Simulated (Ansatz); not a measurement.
# A computed series for SnO2: response to strain

The parent structure is SnO2 in the rutile structure (space group P4_2/mnm, No. 136).

```
SnO2
1.0
    4.76854     0.00000     0.00000
    0.00000     4.76854     0.00000
    0.00000     0.00000     3.21140
Sn O
2 4
Direct
  0.00000   0.00000   0.00000
  0.50000   0.50000   0.50000
  0.30630   0.30630   0.00000
  0.80630   0.19370   0.50000
  0.19370   0.80630   0.50000
  0.69370   0.69370   0.00000
```

Cartesian axes are those of the cell as printed.

Strains are applied to the cell and any free atomic positions relax; under biaxial strain the out-of-plane vector relaxes too.

The values are results of PBEsol (Ansatz, a quantum-chemistry and plane-wave program, PAW, scalar-relativistic without spin-orbit coupling), earlier PAW set, not measurements.

Candidates:
(a) biaxial strain −1.91 %, plane normal [001], relaxed out of plane
(b) isotropic strain −3.10 %
(c) isotropic strain −1.53 %

Before the change:

- Band gap: 0.92 eV

**Question.** Order them by band gap, lowest first.

**Answer.** (a) biaxial strain −1.91 %, plane normal [001], relaxed out of plane (1.10 eV), (c) isotropic strain −1.53 % (1.44 eV), (b) isotropic strain −3.10 % (2.01 eV)

Whether these cells are dynamically stable was not tested.
